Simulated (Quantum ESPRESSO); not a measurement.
**How a calculation on Al2Se3O12 (R-3, 34 atoms in the cell) responds to its settings**

```yaml
crystal:
  lattice:
    - [4.24131, 2.44872, 7.55873]
    - [-4.24131, 2.44872, 7.55873]
    - [0.00000, -4.89745, 7.55873]
  atoms:
    - { symbol: Al, position: [0.35184, 0.35184, 0.35184] }
    - { symbol: Al, position: [0.64816, 0.64816, 0.64816] }
    - { symbol: Al, position: [0.14169, 0.14169, 0.14169] }
    - { symbol: Al, position: [0.85831, 0.85831, 0.85831] }
    - { symbol: Se, position: [0.03333, 0.75146, 0.46195] }
    - { symbol: Se, position: [0.96667, 0.24854, 0.53805] }
    - { symbol: Se, position: [0.46195, 0.03333, 0.75146] }
    - { symbol: Se, position: [0.53805, 0.96667, 0.24854] }
    - { symbol: Se, position: [0.75146, 0.46195, 0.03333] }
    - { symbol: Se, position: [0.24854, 0.53805, 0.96667] }
    - { symbol: O, position: [0.18572, 0.52447, 0.49059] }
    - { symbol: O, position: [0.81428, 0.47553, 0.50941] }
    - { symbol: O, position: [0.49059, 0.18572, 0.52447] }
    - { symbol: O, position: [0.50941, 0.81428, 0.47553] }
    - { symbol: O, position: [0.52447, 0.49059, 0.18572] }
    - { symbol: O, position: [0.47553, 0.50941, 0.81428] }
    - { symbol: O, position: [0.12272, 0.89702, 0.24443] }
    - { symbol: O, position: [0.87728, 0.10298, 0.75557] }
    - { symbol: O, position: [0.24443, 0.12272, 0.89702] }
    - { symbol: O, position: [0.75557, 0.87728, 0.10298] }
    - { symbol: O, position: [0.89702, 0.24443, 0.12272] }
    - { symbol: O, position: [0.10298, 0.75557, 0.87728] }
    - { symbol: O, position: [0.01119, 0.79944, 0.62928] }
    - { symbol: O, position: [0.98881, 0.20056, 0.37072] }
    - { symbol: O, position: [0.62928, 0.01119, 0.79944] }
    - { symbol: O, position: [0.37072, 0.98881, 0.20056] }
    - { symbol: O, position: [0.79944, 0.62928, 0.01119] }
    - { symbol: O, position: [0.20056, 0.37072, 0.98881] }
    - { symbol: O, position: [0.48157, 0.81841, 0.78986] }
    - { symbol: O, position: [0.51843, 0.18159, 0.21014] }
    - { symbol: O, position: [0.78986, 0.48157, 0.81841] }
    - { symbol: O, position: [0.21014, 0.51843, 0.18159] }
    - { symbol: O, position: [0.81841, 0.78986, 0.48157] }
    - { symbol: O, position: [0.18159, 0.21014, 0.51843] }
```

Base run A: PBEsol, GBRV 1.5 ultrasoft (PBESOL) pseudopotentials run with Quantum ESPRESSO, self-consistent single point.

Its settings: ecutwfc = 40 Ry; ecutrho = 200 Ry; occupations = fixed; potentials = {Al: al_pbesol_v1.uspp.F.UPF, Se: se_pbesol_v1.uspp.F.UPF, O: o_pbesol_v1.2.uspp.F.UPF}; K_POINTS = automatic 3 3 3 0 0 0; nbnd = 100; conv_thr = 1e-08 Ry; mixing_beta = 0.4.

The starting cell comes from a database of computed structures (which also holds hypothetical and non-ambient phases and stackings), without a prior relaxation at this level. Its lattice was rescaled by a random factor within 2.5 % of one. In the base run, with a pressure of about -6 GPa the cell is away from its equilibrium volume at this level.

ΔF is the free energy per atom less that of run A. 

Runs:
- B: lattice scaled by 0.97
- C: lattice scaled by 0.97; ecutwfc: 40 Ry → 24 Ry; ecutrho: 200 Ry → 120 Ry
- D: lattice scaled by 0.985
- E: lattice scaled by 0.985; ecutwfc: 40 Ry → 24 Ry; ecutrho: 200 Ry → 120 Ry
- F: lattice scaled by 1.015
- G: lattice scaled by 1.015; ecutwfc: 40 Ry → 24 Ry; ecutrho: 200 Ry → 120 Ry
- H: lattice scaled by 1.03
- I: lattice scaled by 1.03; ecutwfc: 40 Ry → 24 Ry; ecutrho: 200 Ry → 120 Ry
- J: ecutwfc: 40 Ry → 24 Ry; ecutrho: 200 Ry → 120 Ry

| run | ΔF (meV/atom) | pressure (GPa) | largest force (eV/Å) | gap on the mesh (eV) |
|---|---|---|---|---|
| A | 0.00 | -6.42 | 0.645 | 2.915 |
| B | 0.48 | 7.54 | 0.792 | 3.882 |
| C | 682.7 | -34.24 | 0.779 | 3.813 |
| D | -12.9 | -0.24 | 0.173 | 3.379 |
| E | 672.8 | -40.26 | 0.203 | 3.305 |
| F | 35.0 | -11.27 | 1.133 | 2.494 |
| G | 718.5 | -47.66 | 1.050 | 2.425 |
| H | 88.6 | -15.04 | 1.535 | 2.116 |
| I | 766.9 | -49.61 | 1.402 | 2.044 |
| J | 683.5 | -44.52 | 0.633 | 2.845 |

Run D against A: The free energy drops by 12.9 meV/atom, the pressure goes from -6.42 to -0.24 GPa, the largest force goes from 0.645 to 0.173 eV/Å and the gap on the mesh goes from 2.915 to 3.379 eV.

Run F against A: The free energy goes up by 35.0 meV/atom, the pressure goes from -6.42 to -11.27 GPa, the largest force goes from 0.645 to 1.133 eV/Å and the gap on the mesh goes from 2.915 to 2.494 eV.

Run J against A: The free energy goes up by 683 meV/atom, the pressure goes from -6.42 to -44.52 GPa, the largest force goes from 0.645 to 0.633 eV/Å and the gap on the mesh goes from 2.915 to 2.845 eV.
